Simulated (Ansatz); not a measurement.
Amorphous Hf₁₈O₄₁Ta₂, 61 atoms at 8.88 g/cm³, one PBE-relaxed geometry, zone centre. Methods: PBE, scalar-relativistic without spin-orbit coupling (Ansatz, an electronic-structure program); r2SCAN, scalar-relativistic without spin-orbit coupling (Ansatz); HSE06, scalar-relativistic without spin-orbit coupling (Ansatz). Plane waves to 420 eV (r2SCAN 500 eV); exact exchange is cut at the cell's faces. At PBE the levels at the filled edge of the gap are localised (band-tail or defect states). All rungs ran without spin polarisation.

A CHGNet melt-quench gave the starting glass, which DFT then relaxed. O atoms were pushed apart under 1.9 Å during the dynamics, to hinder bonds among them. The hot cell started wider than the set density and was brought back towards it in steps. It is the lowest in DFT energy of 2 quenches. It is a model cell: composition and starting density were chosen by hand, and all elements were melted together. No dispersion term was used. Its density started from a set value of 8.88 and ended at 8.88 g/cm³. The quench (nominally 380 K/ps over its main leg) was far faster than any real one, so the model tends to hold more defects than a real film. One small periodic cell is one sample of the glass; other quenches scatter about these values. The volume was held where the preparation left it and the shape relaxed, at a PBE pressure of 1.6 GPa. Stress components on the final sampling reach 1.8 GPa.

The relaxation ran on the zone centre alone. At PBE the level gap is 4.00 eV on a 2×2×2 Γ-centred mesh, and the spacing at the zone centre alone 4.04 eV.

### Question
What zone-centre spacing does r2SCAN give, roughly?

### Answer
4.48 eV (+0.44 eV against PBE).

### Question
What zone-centre spacing does HSE06 give, roughly?

### Answer
5.59 eV (+1.55 eV against PBE).

The highest filled and the lowest empty state spread over these numbers of atoms (participation numbers): PBE: 4.5 and 15.9; r2SCAN: 4.2 and 14.4; HSE06: 4.1 and 14.8.
